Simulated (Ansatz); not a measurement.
## Rb2PdP2, response to strain

Start from Rb₂PdP₂ (space group Cmcm, No. 63; a = 6.499 Å, b = 14.456 Å, c = 5.960 Å; a cell from a computed database, its experimental status unchecked). Axes: x, y, z lie along a, b, c of the conventional cell.

Strains are applied to the cell and any free atomic positions relax.

Level of theory: PBEsol, PAW, 420 eV (Ansatz, an electronic-structure program; scalar-relativistic without spin-orbit coupling), earlier PAW set.

Candidates:
(a) uniaxial strain ε_xx = +3.25 %
(b) tensor shear ε_xz = −1.91 %
(c) isotropic strain −4.27 %
(d) uniaxial strain ε_xx = −0.78 %

Base values:

- Band gap = 1.00 eV

### Question
Order them by band gap, highest first.

### Answer
(d) uniaxial strain ε_xx = −0.78 % (1.00 eV), (b) tensor shear ε_xz = −1.91 % (0.97 eV), (a) uniaxial strain ε_xx = +3.25 % (0.90 eV), (c) isotropic strain −4.27 % (0.55 eV)

Stability against distortions was not tested.
